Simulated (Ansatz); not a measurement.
AlN (P6_3mc) under uniaxial stress along c (compression positive): electron conductivity mass by PBE with spin-orbit coupling, rigid bands (plane waves, PAW; Ansatz, an electronic-structure program). The unloaded cell, whose axes the loads refer to:

```
AlN
1.0
    3.11376     0.00000     0.00000
   -1.55688     2.69660     0.00000
    0.00000     0.00000     4.98368
Al N
2 2
Direct
  0.33333   0.66667   0.99651
  0.66667   0.33333   0.49651
  0.33333   0.66667   0.37849
  0.66667   0.33333   0.87849
```

```tsv
uniaxial stress along c (compression positive) (GPa)	volume per atom (Å³)	electron conductivity mass (mₑ)
-18	10.84	?
-9	10.64	0.300
-4.5	10.55	0.305
0	10.46	0.309
4.5	10.37	0.313
9	10.28	0.317
```

Question: Fit a straight line to ln(electron conductivity mass) against the load over the rows given, and predict the row at -18 GPa.

Answer: The means are x̄ = 0.000 GPa and ȳ = -1.1752; Σ(x − x̄)(y − ȳ) = 0.6126 and Σ(x − x̄)² = 202.5, so the slope is 0.303 % per GPa, and the rows given lie within 0.15 % of the line. At -18 GPa the line gives 0.292 mₑ; the calculation gives 0.290 mₑ, 0.82 % from it.

Masses are for dilute carriers at 300 K, harmonic means over directions unless an axis is named. Stresses and pressures are the targets of the relaxation. The structure type is held at every load. Geometry: cell and atoms relaxed with PBEsol.
